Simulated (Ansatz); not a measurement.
```
InP
1.0
    0.02140     2.96930     2.96930
    2.96930     0.02140     2.96930
    2.96930     2.96930     0.02140
In P
1 1
Direct
  0.00058   0.00058   0.00058
  0.24942   0.24942   0.24942
```

All values below come from r2SCAN with spin-orbit coupling, rigid bands (plane waves, PAW; Ansatz, an electronic-structure program). Condition of this run: uniaxial stress along [111] of -1 GPa (compression positive) (the target of the relaxation). Cell: cell and atoms relaxed with r2SCAN, then loaded as said.

Problem. What conductivity effective mass do dilute electrons have at 300 K?

Solution. 0.082 mₑ.

Problem. What conductivity effective mass do dilute holes have at 300 K?

Solution. 0.53 mₑ.

Problem. And the band gap?

Solution. 0.94 eV at this level; semilocal functionals usually fall short of the measured gap.

Rigid bands, one relaxation time for all states, no polarons.
